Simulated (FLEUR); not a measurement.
**Equation of state of CsCl-type CuZn (space group 221): energy against volume (FLEUR, LDA)**

```xyz
2
Lattice="2.8353 0.0000 0.0000 0.0000 2.8353 0.0000 0.0000 0.0000 2.8353" Properties=species:S:1:pos:R:3 pbc="T T T"
Zn     1.4176     1.4176     1.4176
Cu     0.0000     0.0000     0.0000
```

Method of the run: LDA (Vosko-Wilk-Nusair), all-electron FLAPW (FLEUR), scalar-relativistic valence (FLEUR). Settings: Kmax = 4.1 1/bohr; GmaxXC = 12.3 1/bohr; xcFunctional = vwn; jspins = 1; l_soc = F; mode = hist; fermiSmearingEnergy = 0.00183747 Htr; mesh (inpgen div1-3) = 20 20 20; inpgen gamma flag = true; Gmax = 12.3 1/bohr; numbands = 0; maxIterBroyd = 40; imix = Anderson; alpha = 0.05; precondParam = 0; minDistance = 1e-05 me/bohr^3. The cell above is the first row's. The rows scale it uniformly. In all rows fractional positions and the k mesh are held. E is the free energy at the stated smearing, counted from the lowest row.

```
V (Å^3/atom)  E (meV/atom)
------------  ------------
11.396                   ?
11.644                0.55
11.891                0.00
12.139                4.38
12.387               12.97
12.635               25.19
12.882               40.76
13.130               59.13
13.378               80.18
```

Problem. Using the third-order Birch-Murnaghan form, a cubic in V^(-2/3), estimate the missing E at V = 11.396 from the other rows, showing the fit.

Solution. With u = V^(-2/3) - 0.186, the rows have u = 0.008655, 0.005950, 0.003326, 0.000791, -0.001661, -0.004025, -0.006324, -0.008551. Least squares gives E = 16.467 - 4731.28·u + 325786·u² + 938850·u³. Residuals (row less fit): 0.019, -0.047, 0.011, 0.041, -0.030, 0.033, -0.049, 0.021; standard error 0.048 (degrees of freedom: 4). Its minimum lies at u = 0.007047, so V0 = (0.193047)^(-3/2) = 11.79. There d²E/du² = 691300 and d³E/du³ = 5633000, so B0 = (4/9) × 11.79^(-7/3) × 691300 × 0.160218 = 156 GPa (the last factor turns the table's units into GPa), and B0' = 4 + (2/3) × 0.193047 × (5633000)/691300 = 5.0. At the withheld row, u = 0.011469, so E = 16.467 - 4731.28 × 0.011469 + 325786 × 0.011469² + 938850 × 0.011469³ = 6.474 meV/atom. The calculation gives 6.43 meV/atom, 0.044 meV/atom below the prediction (0.1 % of the range of E in the table). The row lies outside the fitted rows, so this is an extrapolation. From the scatter of the fitted rows alone, a prediction at this place has a standard error of 0.143 meV/atom, so the miss is 0.3 times that.

Carrying the step between the two nearest rows on in a straight line would have given 1.10, off by 5.33; series whose last step already gives the withheld value aren't shown. The scan was laid around a cell of about the measured size, scaled by a guess for this functional. The runs keep the symmetry of the cell, so they don't test it for distortions. Spin polarisation is off. Values depend on the basis (sphere radii, cutoffs, local orbitals), which need not be converged. Cutoffs and mesh are single choices, not tested for convergence of this quantity. Series with a scatter that would blur these digits, or in which a gap closes, are not shown. Nor are scans whose minimum lies at an end fitted in this form.
